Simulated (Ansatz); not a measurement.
We consider Hf2SiN (model structure, started from the MAX type, P6₃/mmc, No. 194, 8 atoms in the cell), described by PBE in Ansatz (PAW).

Run with plane-wave cutoff 520 eV, 24×24×4 k mesh (along the axes of the cell as run), Fermi–Dirac smearing 0.05 eV, scalar-relativistic PAW data made under PBE.

Cell (relaxed at this level):

```yaml
crystal:
  lattice:
    - [3.21849, 0.00000, 0.00000]
    - [-1.60924, 2.78729, 0.00000]
    - [0.00000, 0.00000, 13.34398]
  atoms:
    - { symbol: Si, position: [0.33333, 0.66667, 0.75000] }
    - { symbol: Si, position: [0.66667, 0.33333, 0.25000] }
    - { symbol: Hf, position: [0.33333, 0.66667, 0.09595] }
    - { symbol: Hf, position: [0.66667, 0.33333, 0.59595] }
    - { symbol: Hf, position: [0.66667, 0.33333, 0.90405] }
    - { symbol: Hf, position: [0.33333, 0.66667, 0.40405] }
    - { symbol: N, position: [0.00000, 0.00000, 0.00000] }
    - { symbol: N, position: [0.00000, 0.00000, 0.50000] }
```

Problem. What does this level give for the bulk modulus?

Solution. 
- bulk modulus = 174 GPa

The run finds no gap.

Note: the bulk modulus is −V dP/dV from two relaxed cells at ±2 % in volume; the relaxation could raise the start's symmetry but not lower it, so the cell can be a saddle point.

Spin–orbit coupling is not included; it can open a gap where bands touch, and shift volumes and moduli.

A model structure was made by putting elements into a prototype or built by hand; it is no filed structure, need not be a known phase, and can be a saddle point held by its symmetry.

Ansatz is a quantum-chemistry and plane-wave program.
